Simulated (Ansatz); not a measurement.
We consider Mg2Pt (I4/mcm, No. 140, 6 atoms in the cell; start mp-13208), described by LDA in Ansatz (plane waves, PAW).

Numerical settings: plane-wave cutoff 520 eV, 14×14×14 k mesh, Fermi–Dirac smearing 0.05 eV, scalar-relativistic PAW data made under PBE.

Cell (relaxed at this level):

```xyz
6
Lattice="-3.1225 3.1225 2.7815 3.1225 -3.1225 2.7815 3.1225 3.1225 -2.7815" Properties=species:S:1:pos:R:3 pbc="T T T"
Mg     1.9805     1.1420     2.7815
Mg     1.1420     1.9805     0.0000
Mg    -1.1420     1.9805     2.7815
Mg     4.2645     1.1420     0.0000
Pt     0.0000     0.0000     1.3908
Pt     0.0000     0.0000     4.1723
```

Problem. Predict the bulk modulus.

Solution. 
- bulk modulus = 79.1 GPa

The run finds no gap.

Note: the bulk modulus is −V dP/dV from two relaxed cells at ±2 % in volume; the relaxation could not lower the start's symmetry, so the cell can be a saddle point above a distorted one.

Spin–orbit coupling is not included.

Cost on a shared machine: around 8 core-minutes (rough).

A start named mp-… is a Materials Project structure, which need not be a measured phase.

Ansatz is an electronic-structure program.
